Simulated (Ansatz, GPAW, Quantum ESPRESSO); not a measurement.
# One structure in several programs: LaFeSi (P4/nmm, 6 atoms in the cell)

Self-consistent single point.

```yaml
crystal:
  lattice:
    - [4.07667, 0.00000, 0.00000]
    - [0.00000, 4.07667, 0.00000]
    - [0.00000, 0.00000, 7.19373]
  atoms:
    - { symbol: La, position: [0.50000, 0.00000, 0.68813] }
    - { symbol: La, position: [0.00000, 0.50000, 0.31187] }
    - { symbol: Fe, position: [0.00000, 0.00000, 0.00000], spin: 4.0 }
    - { symbol: Fe, position: [0.50000, 0.50000, 0.00000], spin: 4.0 }
    - { symbol: Si, position: [0.50000, 0.00000, 0.16567] }
    - { symbol: Si, position: [0.00000, 0.50000, 0.83433] }
```
(The spins are starting values, not results.)

All programs got the same cell, k-point mesh and kind of occupations, and the same starting moments (in Ansatz's words: kpoints.mp_grid.grid = 5 5 3; magnetization.spin_polarized = true; scf.occupations.method = gaussian; scf.occupations.width = 0.02 Ry); potentials, basis and cutoffs are each program's usual ones.

```
code                                                                      model  pressure (GPa)  largest force (eV/Å)   cutoff
----------------  -------------------------------------------------------------  --------------  --------------------  -------
GPAW              LDA (Perdew-Wang 92), GPAW PAW datasets LDA (gpaw-data 1.0.1)           -6.92                 0.945   850 eV
Quantum ESPRESSO            LDA (PZ), GBRV 1.5 ultrasoft (LDA) pseudopotentials           -7.23                 1.018    50 Ry
Ansatz                                      LDA (PW92), PAW files made with PBE           -7.30                 1.011  default
```

Size of the force on each atom (eV/Å): Sizes of forces hide their directions.

| code | La1 | La2 | Fe3 | Fe4 | Si5 | Si6 |
|---|---|---|---|---|---|---|
| GPAW | 0.419 | 0.419 | 0.000 | 0.000 | 0.945 | 0.945 |
| Quantum ESPRESSO | 0.445 | 0.445 | 0.000 | 0.000 | 1.018 | 1.018 |
| Ansatz | 0.458 | 0.458 | 0.000 | 0.000 | 1.011 | 1.011 |

The spread over the programs that give each value: pressure within 0.38 GPa; largest force within 0.073 eV/Å.

The starting cell comes from a database of computed structures (which also holds hypothetical and non-ambient phases and stackings), without a prior relaxation at this level. Its lattice was rescaled by a random factor within 2.5 % of one. On Ansatz's run: The starting moments vanished: the run ended non-magnetic, which need not be the lowest state. The program warned that a starting moment was not kept. In the base run, with a pressure of about -7 GPa the cell is away from its equilibrium volume at this level. In the base run, forces exceed 1 eV/Å.

Q: Why do the programs differ, and what cannot be compared?

A: Differences of this kind can come from the potentials, where these differ, and from what each basis and cutoff leave unconverged. The valence holds different numbers of electrons (GPAW 46, Quantum ESPRESSO 62, Ansatz (a program for electronic structure) 62). The zero of total energies and Fermi levels follows the potentials and each program's conventions, so they are not compared here. Ansatz's pressure is given at a fixed set of plane waves, as the other plane-wave codes print theirs; with its correction for the finite basis it is -7.27 GPa. Ansatz's smearing width was typed in Ry to four decimals, so it matches the others to a few per cent. The same LDA comes in different parametrisations, which differ slightly.

Left out of this page: ABINIT (stopped by limits of time or memory); Elk and FLEUR (not drawn, or without a comparable value).

Keys are those of Ansatz 0.2.
